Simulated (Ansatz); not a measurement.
Rh$_{3}$Pb$_{2}$Se$_{2}$ (R-3m), PBEsol, DFPT electron-phonon coupling, linearised Boltzmann equation (Ansatz, an electronic-structure program). Phonon-limited resistivity 75.9 μΩ·cm at 300 K along z (a = (2.86, 1.65, 4.80) Å; b = (-2.86, 1.65, 4.80) Å; c = (0.00, -3.30, 4.80) Å), current-weighted mean free path 3.7 nm, Drude plasma energy 2.64 eV.

Question: What is the classical skin depth at 1 GHz (nonmagnetic, μ₀ = 1.257×10⁻⁶ H/m)?

Answer: δ = √(ρ/(π f μ₀)) = 13900 nm.

Question: What Drude relaxation time do resistivity and plasma energy imply?

Answer: ω_p = 4.01e15 s⁻¹, so τ = 1/(ε₀ ω_p² ρ) = 9.25 fs, a damping ħ/τ of 71.2 meV.

Question: Estimate the resistivity of a 80 nm square wire with diffuse walls from ρ ≈ ρ₀(1 + 3ℓ/4d).

Answer: 1 + 0.75 × 3.7/80 = 1.03, so ρ ≈ 78.5 μΩ·cm and a line 1 μm long has 123 Ω. The formula is the free-electron limit for d well above ℓ; grain boundaries add to it.

A metal at this level (no band gap). Only scattering by harmonic phonons is included (no impurities, grain boundaries, electron-electron scattering or thermal expansion). Spin-orbit coupling is left out, which matters with elements this heavy. The run warned that the eigensolver left some states short of its tolerance. Halving the electron mesh (20x20x20) moves the resistivity by up to 2 % at 300 K, the mean free path by up to 4 %. Smearing 0.20 eV; phonons on a 3x3x3 q mesh, which this run doesn't test.

Computed structure with no diffraction record at hand here (it may be known, metastable or hypothetical): Rh3Pb2Se2 (R-3m).
